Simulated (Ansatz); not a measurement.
Start from CsPbCl3 in the cubic perovskite structure (space group Pm-3m, No. 221; a = 5.6188 Å). Axes: x, y, z lie along the cube axes.

One thing is altered: biaxial strain −4.69 %, plane normal [001], relaxed out of plane (Cartesian); in-plane vectors clamped, the third vector and the atoms free.

Computed with PBEsol in Ansatz (plane waves to 420 eV, PAW, without spin-orbit coupling), earlier PAW set.

Question: Give the band edges at the high-symmetry points of the new zone, measured from its valence-band maximum.

Answer: 
| point | valence edge (eV) | conduction edge (eV) |
|---|---|---|
| Γ | -3.17 | 2.70 |
| X | -1.86 | 2.82 |
| M | -0.70 | 2.13 |
| Z | -2.37 | 2.51 |
| R | -1.12 | 1.82 |
| A | 0.00 | 1.05 |

The gap is 1.05 eV, direct at A.

With Pb present, leaving out spin-orbit coupling can change the band edges. Whether these cells are dynamically stable was not tested. Many cubic perovskites are stable only at high temperature; tilts and polar distortions were not tested. This is not the structure that CsPbCl3 has at room temperature and ambient pressure. Labels are those of the standard path for the cell's own space group.

Ansatz is a first-principles code.
